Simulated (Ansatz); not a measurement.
We consider BeSi (model structure, Fd-3m, No. 227, 4 atoms in the cell), described by r²SCAN (plane waves, PAW; Ansatz, an electronic-structure program).

Run with plane-wave cutoff 560 eV, 18×18×18 k mesh, Fermi–Dirac smearing 0.05 eV, scalar-relativistic PAW data made under PBE.

Cell (relaxed at this level):

```cif
data_Be2Si2
_chemical_formula_sum 'Be2 Si2'
_space_group_name_H-M_alt 'P 1'
_space_group_IT_number 1
_cell_length_a 3.99397
_cell_length_b 3.99397
_cell_length_c 3.99397
_cell_angle_alpha 60.000
_cell_angle_beta 60.000
_cell_angle_gamma 60.000
loop_
_space_group_symop_operation_xyz
  'x, y, z'
loop_
_atom_site_label
_atom_site_type_symbol
_atom_site_fract_x
_atom_site_fract_y
_atom_site_fract_z
_atom_site_occupancy
Be1 Be 0.00000 0.00000 0.00000 1
Be2 Be 0.25000 0.25000 0.25000 1
Si1 Si 0.50000 0.50000 0.50000 1
Si2 Si 0.75000 0.75000 0.75000 1
```

Task: Predict the bulk modulus.

Result: 
* **bulk modulus**: 111 GPa

The run finds no gap.

Note: the bulk modulus is −V dP/dV from two relaxed cells at ±2 % in volume; the relaxation could raise the start's symmetry but not lower it, so the cell can be a saddle point.

Computed values are for the static lattice.

A model structure was made by putting elements into a prototype or built by hand; it is no filed structure, need not be a known phase, and can be a saddle point held by its symmetry.
